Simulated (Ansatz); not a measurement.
Start from CdSe in the wurtzite structure (space group P6_3mc, No. 186; a = 4.3828 Å, c = 7.1544 Å). Axes: x lies along a and z along c of the hexagonal cell.

Calculations: PBE, PAW, 420 eV (Ansatz, a first-principles code; spin-orbit coupling left out).

Strains are applied to the cell and any free atomic positions relax; under biaxial strain the out-of-plane vector relaxes too.

One change was made to it. Results:

```json
[
 {"quantity": "valence-band top at Γ (three highest levels, from the VBM)", "base": "0.00, 0.00, -0.04 eV", "after": "0.00, 0.00, -0.14 eV"},
 {"quantity": "band gap", "base": "0.54 eV", "after": "0.53 eV"},
 {"quantity": "shortest interatomic distance", "base": "2.682 Å", "after": "2.668 Å"}
]
```

Task: Which of these changes matches the shifts?
A) biaxial strain −1.20 %, plane normal [001], relaxed out of plane
B) biaxial strain −3.00 %, plane normal [001], relaxed out of plane
C) biaxial strain −2.40 %, plane normal [001], relaxed out of plane

Result: A, biaxial strain −1.20 %, plane normal [001], relaxed out of plane. For comparison, the valence-band top at Γ in the other runs: biaxial strain −3.00 %, plane normal [001], relaxed out of plane gives 0.00, 0.00, -0.31 eV; biaxial strain −2.40 %, plane normal [001], relaxed out of plane gives 0.00, 0.00, -0.25 eV.

Whether these cells are dynamically stable was not tested.
